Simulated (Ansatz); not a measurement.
The structure below was relaxed with Kohn–Sham DFT with the r2SCAN functional, run in Ansatz (an electronic-structure program) with PAW and 500 eV plane waves, no SOC.

Space group Fm-3m (No. 225); a = 4.9944 Å, b = 4.9944 Å, c = 4.9944 Å, α = 90.00°, β = 90.00°, γ = 90.00°

```
atom  site  symmetry       x       y       z
----  ----  --------  ------  ------  ------
P       4a      m-3m  0.0000  0.0000  0.0000
Pt      4b      m-3m  0.5000  0.5000  0.5000
```

**Question.** Write out a cell with all atoms.

**Answer.** 
```cif
data_P4Pt4
_chemical_formula_sum 'P4 Pt4'
_space_group_name_H-M_alt 'P 1'
_space_group_IT_number 1
_cell_length_a 4.99438
_cell_length_b 4.99438
_cell_length_c 4.99438
_cell_angle_alpha 90.000
_cell_angle_beta 90.000
_cell_angle_gamma 90.000
loop_
_space_group_symop_operation_xyz
  'x, y, z'
loop_
_atom_site_label
_atom_site_type_symbol
_atom_site_fract_x
_atom_site_fract_y
_atom_site_fract_z
_atom_site_occupancy
P1 P 0.00000 0.00000 0.00000 1
Pt1 Pt 0.50000 0.00000 0.00000 1
P2 P 0.00000 0.50000 0.50000 1
Pt2 Pt 0.50000 0.50000 0.50000 1
P3 P 0.50000 0.00000 0.50000 1
Pt3 Pt 0.00000 0.00000 0.50000 1
P4 P 0.50000 0.50000 0.00000 1
Pt4 Pt 0.00000 0.50000 0.00000 1
```
This is the conventional cell.

No phonon test of stability was made. All final runs are without spin polarisation. An odd electron count without spin: PtP. The cell was made from FeP by this change: Fe → Pt; the result is a hypothetical phase, not in the database extracts checked.
